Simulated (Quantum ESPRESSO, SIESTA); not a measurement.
A SIESTA input for a self-consistent single point of ZrScVNi3 (R3m, 6 atoms in the cell) (DFT, LDA PW92, numerical atomic orbitals TZP, PseudoDojo LDA standard norm-conserving potentials (rewritten from UPF to PSML)):

```
# files in the folder: Zr.psml Sc.psml V.psml Ni.psml (PseudoDojo LDA standard)
SystemName  ZrScVNi3
SystemLabel zrscvni3

NumberOfAtoms                6
NumberOfSpecies              4
%block ChemicalSpeciesLabel
  1 40 Zr
  2 21 Sc
  3 23 V
  4 28 Ni
%endblock ChemicalSpeciesLabel
LatticeConstant              4.898140 Ang
%block LatticeVectors
     0.518567252    0.299394872    0.800906058
    -0.518567252    0.299394872    0.800906058
     0.000000000   -0.598789949    0.800906058
%endblock LatticeVectors
AtomicCoordinatesFormat      Bohr
%block AtomicCoordinatesAndAtomicSpecies
     0.000000000   -0.000001879   22.114915045  1
     0.000000000   -0.000000479    5.639372280  2
     0.000000000   -0.000001183   13.924625856  3
     2.393534441   -1.381908611   10.200109250  4
    -0.000000000    2.763814621   10.200109250  4
    -2.393534441   -1.381908611   10.200109250  4
%endblock AtomicCoordinatesAndAtomicSpecies

XC.functional                LDA
XC.authors                   PW92
PAO.BasisSize                TZP
PAO.EnergyShift              0.01 Ry
MeshCutoff                   350 Ry
%block kgrid.MonkhorstPack
    4   0   0  0.0
    0   4   0  0.0
    0   0   4  0.0
%endblock kgrid.MonkhorstPack
OccupationFunction           MP
OccupationMPOrder            0
ElectronicTemperature        0.05 eV
Spin                         polarized
%block DM.InitSpin
  1 +0.00
  2 +0.00
  3 +2.00
  4 +2.00
  5 +2.00
  6 +2.00
%endblock DM.InitSpin

MaxSCFIterations             150
SCF.Mixer.Method             Pulay
SCF.Mixer.Weight             0.1
SCF.Mixer.History            6
SCF.DM.Tolerance             1.0E-04
Diag.ParallelOverK           true
WriteForces                  true
Charge.Mulliken              end
```

Question: Write the same calculation as an input for Quantum ESPRESSO.

Answer: One input that does it (others would too):

```fortran
&CONTROL
 calculation = 'scf',
 prefix = 'scf',
 outdir = './tmp/',
 pseudo_dir = './',
 tprnfor = .true.,
 tstress = .true.,
/
&SYSTEM
 ibrav = 0,
 nat = 6,
 ntyp = 4,
 ecutwfc = 50,
 ecutrho = 400,
 occupations = 'smearing',
 smearing = 'gaussian',
 degauss = 0.0036749,
 nspin = 2,
 starting_magnetization(3) = 0.154,
 starting_magnetization(4) = 0.111,
/
&ELECTRONS
 conv_thr = 1.0d-10,
 mixing_beta = 0.2,
/
ATOMIC_SPECIES
Zr    91.2240  zr_lda_v1.uspp.F.UPF
Sc    44.9559  sc_lda_v1.uspp.F.UPF
V     50.9415  v_lda_v1.4.uspp.F.UPF
Ni    58.6934  ni_lda_v1.4.uspp.F.UPF
CELL_PARAMETERS {angstrom}
   2.540014991     1.466478339     3.922950000
  -2.540014991     1.466478339     3.922950000
   0.000000000    -2.932956677     3.922950000
ATOMIC_POSITIONS {crystal}
Zr    0.994380000    0.994380000    0.994380000
Sc    0.253570000    0.253570000    0.253570000
V     0.626110000    0.626110000    0.626110000
Ni    0.624860000    0.126200000    0.624860000
Ni    0.624860000    0.624860000    0.126200000
Ni    0.126200000    0.624860000    0.624860000
K_POINTS {automatic}
4 4 4  0 0 0
```

Basis settings and potentials, where a program has them, do not carry over. This input uses DFT, LDA (PZ), plane waves, GBRV 1.5 ultrasoft (LDA) pseudopotentials. LDA parametrisations can differ slightly between programs.

The starting cell comes from a database of computed structures (which also holds hypothetical and non-ambient phases and stackings), without a prior relaxation at this level.
